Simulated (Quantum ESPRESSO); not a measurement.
```
CELL_PARAMETERS angstrom
      3.97005     0.00000     0.00000
      0.00000     3.97005     0.00000
      0.00000     0.00000    16.08199
ATOMIC_POSITIONS crystal
  Ba 0.00000 0.00000 0.43914
  Ti 0.50000 0.50000 0.31740
  O  0.50000 0.50000 0.43339
  O  0.00000 0.50000 0.31091
  O  0.50000 0.00000 0.31091
  Ba 0.00000 0.00000 0.68909
  Ti 0.50000 0.50000 0.56736
  O  0.50000 0.50000 0.68334
  O  0.00000 0.50000 0.56086
  O  0.50000 0.00000 0.56086
```

Method of the run: PBE, PseudoDojo standard norm-conserving (PBE) pseudopotentials (plane waves; Quantum ESPRESSO).

The set-up and first iterations of a Quantum ESPRESSO log for the (001) slab of BaTiO3 (cut from a parent of space group no. 99; 10 atoms in the cell):

```
     Presently no symmetry can be used with electric field
     G-vector sticks info
     --------------------
     sticks:   dense  smooth     PW     G-vecs:    dense   smooth      PW
     Sum        1517    1517    421               180935   180935   25753

     bravais-lattice index     =            0
     lattice parameter (alat)  =       7.5023  a.u.
     unit-cell volume          =    1710.5210 (a.u.)^3
     number of atoms/cell      =           10
     number of atomic types    =            3
     number of electrons       =        80.00
     number of Kohn-Sham states=           48
     kinetic-energy cutoff     =      85.0000  Ry
     charge density cutoff     =     340.0000  Ry
     scf convergence threshold =      1.0E-10
     mixing beta               =       0.3000
     number of iterations used =            8  local-TF  mixing
     Exchange-correlation= PBE
                           (   1   4   3   4   0   0   0)

   [... lines left out ...]
         6        Ba     tau(   6) = (   0.0000000   0.0000000   2.7913978  )
         7        Ti     tau(   7) = (   0.5000000   0.5000000   2.2982823  )
         8        O      tau(   8) = (   0.5000000   0.5000000   2.7681015  )
         9        O      tau(   9) = (   0.0000000   0.5000000   2.2719600  )
        10        O      tau(  10) = (   0.5000000   0.0000000   2.2719600  )

     number of k points=     5  Fermi-Dirac smearing, width (Ry)=  0.0015
                       cart. coord. in units 2pi/alat
        k(    1) = (   0.0000000   0.0000000   0.0000000), wk =   0.2222222
        k(    2) = (   0.0000000   0.3333333   0.0000000), wk =   0.4444444
        k(    3) = (   0.3333333   0.0000000   0.0000000), wk =   0.4444444
        k(    4) = (   0.3333333   0.3333333   0.0000000), wk =   0.4444444
        k(    5) = (   0.3333333  -0.3333333   0.0000000), wk =   0.4444444

     Dense  grid:   180935 G-vectors     FFT dimensions: (  45,  45, 180)

     Initial potential from superposition of free atoms

     starting charge      79.9637, renormalised to      80.0000

     negative rho (up, down):  1.846E-06 0.000E+00

     Adding external electric field

     Computed dipole along edir(3) :
        Dipole                0.0829 Ry au,          0.2107 Debye
        Dipole field          0.0006 Ry au,

        Potential amp.       -0.0352 Ry
        Total length         28.8710 bohr
     Self-consistent Calculation

     iteration #  1     ecut=    85.00 Ry     beta= 0.30

     Adding external electric field

     Computed dipole along edir(3) :
        Dipole                0.1127 Ry au,          0.2865 Debye
        Dipole field          0.0008 Ry au,

        Potential amp.       -0.0478 Ry
        Total length         28.8710 bohr

     total energy              =    -549.30017099 Ry
     estimated scf accuracy    <       4.59811612 Ry

     iteration #  2     ecut=    85.00 Ry     beta= 0.30

     Adding external electric field

     Computed dipole along edir(3) :
        Dipole                0.2133 Ry au,          0.5421 Debye
        Dipole field          0.0016 Ry au,

        Potential amp.       -0.0905 Ry
        Total length         28.8710 bohr

     total energy              =    -548.77543387 Ry
     estimated scf accuracy    <       1.97470014 Ry

     iteration #  3     ecut=    85.00 Ry     beta= 0.30

     Adding external electric field

     Computed dipole along edir(3) :
        Dipole                0.2396 Ry au,          0.6091 Debye
        Dipole field          0.0018 Ry au,

        Potential amp.       -0.1016 Ry
        Total length         28.8710 bohr

     total energy              =    -549.11704530 Ry
     estimated scf accuracy    <       0.71987263 Ry
```

Q: Will this run converge, and how will it end?

A: The run ended unconverged after 100 iterations. It gives no final result for the task that was set. Warnings to mind: c_bands:  1 eigenvalues not converged. The log goes on:

```
   [... 95 blocks of this kind left out ...]

     iteration # 99     ecut=    85.00 Ry     beta= 0.30

     Adding external electric field

     Computed dipole along edir(3) :
   [... lines left out ...]
        Dipole field          0.0053 Ry au,

        Potential amp.       -0.3035 Ry
        Total length         28.8710 bohr

     total energy              =    -549.03370714 Ry
     estimated scf accuracy    <       0.00000002 Ry

     iteration #100     ecut=    85.00 Ry     beta= 0.30

     Adding external electric field

     Computed dipole along edir(3) :
        Dipole                0.7154 Ry au,          1.8183 Debye
        Dipole field          0.0053 Ry au,

        Potential amp.       -0.3035 Ry
        Total length         28.8710 bohr

     total energy              =    -549.03370714 Ry
     estimated scf accuracy    <       0.00000002 Ry
     End of self-consistent calculation

     convergence NOT achieved after 100 iterations: stopping

   JOB DONE.
```

The starting cell has typed, rounded lattice constants, without a prior relaxation at this level. The slab is cut from that crystal, and its faces are unrelaxed. Its lattice was rescaled by up to half a per cent.

The run was DFT, PBE, plane waves, PseudoDojo standard norm-conserving (PBE) pseudopotentials. Main settings of its input:

| key | value |
|---|---|
| ecutwfc | 85 Ry |
| occupations | smearing |
| smearing | fermi-dirac |
| degauss | 0.00147 Ry |
| mixing_mode | local-TF |
| potentials | {Ba: Ba.upf, Ti: Ti.upf, O: O.upf} |
| K_POINTS | automatic 3 3 1 0 0 0 |
| tefield | true |
| dipfield | true |
| edir | 3 |
| emaxpos | 0.97 |
| eopreg | 0.05 |
